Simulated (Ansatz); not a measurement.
## fcc Cu (0 0 1) on 4H silicon carbide (0 0 1) (film strained to the substrate, started from cuts of the bulks and a machine-learned relaxation)

A periodic stack without vacuum, fcc Cu (0 0 1) on 4H silicon carbide (0 0 1) (film strained to the substrate, started from cuts of the bulks and a machine-learned relaxation): substrate slab Si40C40, film Cu36, surface cells [[-2, 1], [-1, -2]] and [[4, 3], [-2, 0]], film strained by +0.5 and +4.4 %, outermost planes Si/C and Cu/Cu as cut, which need not be the usual terminations and can put a slab off its formula.

The start was prepared with a machine-learned potential, and the result is one local minimum, with the in-plane cell held and forces under 0.04 eV/Å; the film can end far from its bulk form.

Method: PBE (plane waves to 420 eV, PAW; Ansatz, an electronic-structure program). Scalar-relativistic, without spin–orbit coupling; the runs are not spin-polarised; PBE gaps are too small against experiment. Its k-point mesh 4×5×1, Fermi–Dirac width 0.05 eV.

- interface area: 41.5 Å²
- period: 30.90 Å
- gaps between the outermost planes at the two interfaces: 0.57 and 1.48 Å
- Cu–Si contacts across the interfaces within 1.22 times the sum of covalent radii: 22, mean 2.53 Å
- C–Cu contacts across the interfaces within 1.22 times the sum of covalent radii: 20, mean 2.01 Å
- estimate of the barrier: withheld, since the two interfaces are unlike
- slope of the mean potential energy in the substrate: +3.8 MV/cm × e

```yaml
crystal:
  lattice:
    - [8.18618, -0.00008, 0.01198]
    - [-1.75420, 5.06374, 0.04226]
    - [-1.90467, -0.38609, 30.89984]
  atoms:
    - { symbol: Si, position: [0.63139, 0.79507, 0.10063] }
    - { symbol: Si, position: [0.82945, 0.39572, 0.09788] }
    - { symbol: Si, position: [0.23266, 0.59613, 0.10050] }
    - { symbol: Si, position: [0.42765, 0.19334, 0.10100] }
    - { symbol: Si, position: [0.02874, 0.99399, 0.10094] }
    - { symbol: Si, position: [0.66781, 0.79819, 0.26411] }
    - { symbol: Si, position: [0.86775, 0.39786, 0.26419] }
    - { symbol: Si, position: [0.26757, 0.59789, 0.26418] }
    - { symbol: Si, position: [0.46797, 0.19796, 0.26413] }
    - { symbol: Si, position: [0.06745, 0.99795, 0.26410] }
    - { symbol: Si, position: [0.44919, 0.52999, 0.18248] }
    - { symbol: Si, position: [0.64943, 0.13041, 0.18188] }
    - { symbol: Si, position: [0.04818, 0.33010, 0.18187] }
    - { symbol: Si, position: [0.24836, 0.92915, 0.18254] }
    - { symbol: Si, position: [0.84862, 0.72825, 0.18222] }
    - { symbol: Si, position: [0.54531, 0.42188, 0.01979] }
    - { symbol: Si, position: [0.81127, 0.05589, 0.01732] }
    - { symbol: Si, position: [0.17664, 0.22894, 0.01929] }
    - { symbol: Si, position: [0.44984, 0.89282, 0.01905] }
    - { symbol: Si, position: [0.07372, 0.71307, 0.01945] }
    - { symbol: C, position: [0.64474, 0.79563, 0.16176] }
    - { symbol: C, position: [0.84378, 0.39681, 0.16016] }
    - { symbol: C, position: [0.24507, 0.59650, 0.16170] }
    - { symbol: C, position: [0.44297, 0.19524, 0.16199] }
    - { symbol: C, position: [0.04325, 0.99489, 0.16194] }
    - { symbol: C, position: [0.68177, 0.79952, 0.32538] }
    - { symbol: C, position: [0.88190, 0.39913, 0.32544] }
    - { symbol: C, position: [0.28202, 0.59934, 0.32542] }
    - { symbol: C, position: [0.48201, 0.19920, 0.32538] }
    - { symbol: C, position: [0.08182, 0.99935, 0.32539] }
    - { symbol: C, position: [0.46305, 0.53102, 0.24382] }
    - { symbol: C, position: [0.66338, 0.13135, 0.24346] }
    - { symbol: C, position: [0.06264, 0.33112, 0.24349] }
    - { symbol: C, position: [0.26288, 0.93078, 0.24385] }
    - { symbol: C, position: [0.86286, 0.73000, 0.24369] }
    - { symbol: C, position: [0.61945, 0.45951, 0.07956] }
    - { symbol: C, position: [0.82526, 0.05897, 0.07910] }
    - { symbol: C, position: [0.22121, 0.25942, 0.08057] }
    - { symbol: C, position: [0.42975, 0.86440, 0.08031] }
    - { symbol: C, position: [0.03059, 0.66587, 0.07935] }
    - { symbol: Si, position: [0.70533, 0.80074, 0.42823] }
    - { symbol: Si, position: [0.90532, 0.40102, 0.42775] }
    - { symbol: Si, position: [0.30613, 0.60116, 0.42822] }
    - { symbol: Si, position: [0.50573, 0.20350, 0.42825] }
    - { symbol: Si, position: [0.10597, 0.00133, 0.42776] }
    - { symbol: Si, position: [0.75802, 0.81762, 0.59320] }
    - { symbol: Si, position: [0.93521, 0.40216, 0.59118] }
    - { symbol: Si, position: [0.33004, 0.60364, 0.59326] }
    - { symbol: Si, position: [0.54413, 0.20667, 0.59311] }
    - { symbol: Si, position: [0.15183, 0.01037, 0.59128] }
    - { symbol: Si, position: [0.52509, 0.53980, 0.51184] }
    - { symbol: Si, position: [0.72349, 0.13571, 0.50968] }
    - { symbol: Si, position: [0.12287, 0.33489, 0.50946] }
    - { symbol: Si, position: [0.32576, 0.93687, 0.50972] }
    - { symbol: Si, position: [0.92629, 0.73664, 0.50944] }
    - { symbol: Si, position: [0.68658, 0.46657, 0.34604] }
    - { symbol: Si, position: [0.88651, 0.06605, 0.34611] }
    - { symbol: Si, position: [0.28682, 0.26655, 0.34604] }
    - { symbol: Si, position: [0.48674, 0.86671, 0.34623] }
    - { symbol: Si, position: [0.08685, 0.66625, 0.34607] }
    - { symbol: C, position: [0.71977, 0.80183, 0.48964] }
    - { symbol: C, position: [0.91882, 0.40177, 0.48879] }
    - { symbol: C, position: [0.32014, 0.60207, 0.48965] }
    - { symbol: C, position: [0.51997, 0.20628, 0.48969] }
    - { symbol: C, position: [0.12078, 0.00275, 0.48881] }
    - { symbol: C, position: [0.85526, 0.87810, 0.65192] }
    - { symbol: C, position: [0.89285, 0.38685, 0.65100] }
    - { symbol: C, position: [0.26028, 0.58049, 0.65206] }
    - { symbol: C, position: [0.55875, 0.21367, 0.65423] }
    - { symbol: C, position: [0.22175, 0.05071, 0.65117] }
    - { symbol: C, position: [0.53986, 0.54629, 0.57541] }
    - { symbol: C, position: [0.73540, 0.13646, 0.57069] }
    - { symbol: C, position: [0.13265, 0.33372, 0.57065] }
    - { symbol: C, position: [0.34225, 0.93994, 0.57077] }
    - { symbol: C, position: [0.94497, 0.73991, 0.57061] }
    - { symbol: C, position: [0.70075, 0.46797, 0.40744] }
    - { symbol: C, position: [0.90063, 0.06687, 0.40755] }
    - { symbol: C, position: [0.30109, 0.26808, 0.40744] }
    - { symbol: C, position: [0.50101, 0.86864, 0.40785] }
    - { symbol: C, position: [0.10125, 0.66725, 0.40753] }
    - { symbol: Cu, position: [0.91851, 0.39362, 0.73945] }
    - { symbol: Cu, position: [0.90950, 0.88518, 0.73792] }
    - { symbol: Cu, position: [0.24592, 0.55387, 0.73780] }
    - { symbol: Cu, position: [0.23750, 0.05237, 0.73921] }
    - { symbol: Cu, position: [0.57773, 0.71896, 0.73775] }
    - { symbol: Cu, position: [0.57833, 0.22655, 0.73995] }
    - { symbol: Cu, position: [0.06332, 0.71704, 0.67267] }
    - { symbol: Cu, position: [0.06154, 0.21717, 0.67257] }
    - { symbol: Cu, position: [0.39972, 0.89834, 0.68084] }
    - { symbol: Cu, position: [0.39707, 0.37802, 0.67810] }
    - { symbol: Cu, position: [0.73037, 0.06404, 0.68110] }
    - { symbol: Cu, position: [0.73070, 0.54545, 0.67809] }
    - { symbol: Cu, position: [0.93721, 0.38885, 0.85161] }
    - { symbol: Cu, position: [0.93841, 0.89294, 0.85173] }
    - { symbol: Cu, position: [0.27084, 0.55800, 0.85137] }
    - { symbol: Cu, position: [0.27137, 0.05715, 0.85204] }
    - { symbol: Cu, position: [0.60394, 0.72638, 0.85102] }
    - { symbol: Cu, position: [0.60285, 0.22218, 0.85116] }
    - { symbol: Cu, position: [0.09110, 0.72326, 0.79511] }
    - { symbol: Cu, position: [0.09108, 0.22237, 0.79499] }
    - { symbol: Cu, position: [0.42338, 0.88914, 0.79439] }
    - { symbol: Cu, position: [0.42355, 0.38990, 0.79497] }
    - { symbol: Cu, position: [0.75790, 0.05622, 0.79442] }
    - { symbol: Cu, position: [0.75875, 0.55782, 0.79515] }
    - { symbol: Cu, position: [0.96605, 0.38815, 0.96845] }
    - { symbol: Cu, position: [0.95509, 0.89345, 0.96413] }
    - { symbol: Cu, position: [0.29725, 0.55997, 0.96929] }
    - { symbol: Cu, position: [0.29871, 0.05839, 0.96471] }
    - { symbol: Cu, position: [0.63075, 0.73213, 0.96740] }
    - { symbol: Cu, position: [0.63927, 0.22623, 0.96597] }
    - { symbol: Cu, position: [0.11455, 0.72019, 0.90819] }
    - { symbol: Cu, position: [0.12022, 0.23005, 0.90841] }
    - { symbol: Cu, position: [0.44919, 0.88813, 0.90828] }
    - { symbol: Cu, position: [0.45340, 0.39694, 0.90813] }
    - { symbol: Cu, position: [0.78313, 0.05968, 0.90738] }
    - { symbol: Cu, position: [0.78249, 0.55680, 0.90748] }
```
